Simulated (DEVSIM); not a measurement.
Device: illuminated Si p-on-n cell, one wavelength, at 300 K.

Layer 1 from the left is Si, thickness (μm) 0.710, Na (cm⁻³) 6.1e17, τn (s) 1.6e-6, τp (s) 8.4e-6, absorption coefficient (cm⁻¹) 1200. Layer 2 from the left is Si, thickness (μm) 170, Nd (cm⁻³) 3.1e16, τn (s) 3.8e-5, τp (s) 3.8e-5, absorption coefficient (cm⁻¹) 1200.

Left contact: ohmic, minority electron recombination velocity 80000 cm/s. Right contact: ohmic, minority hole recombination velocity 300 cm/s. Voltage is applied to the left contact. Recombination: SRH at mid-gap, radiative. Light enters at the left, 5.8e16 photons cm⁻² s⁻¹, one pass, no reflection. Mobility is constant in doping.

This is a model device: material constants are rounded textbook-type values typed into the input, and sizes, dopings and lifetimes were drawn at random. Values at 300 K.

Si: gap (eV) 1.124, affinity (eV) 4.05, permittivity 11.7, Nc (cm⁻³) 2.86e19, Nv (cm⁻³) 3.1e19, μn (cm²/Vs) 1417, μp (cm²/Vs) 470, B (cm³/s) 4.7e-15.

Model (solved in DEVSIM): 1D drift-diffusion, Boltzmann statistics, complete ionisation; no tunnelling, impact ionisation, image-force lowering or self-heating.

**Question.** What does the simulation give for the dark forward voltage at 100 A/cm², the dark forward voltage at 1 A/cm²?

**Answer.** dark forward voltage at 100 A/cm² 0.879 V; dark forward voltage at 1 A/cm² 0.694 V.
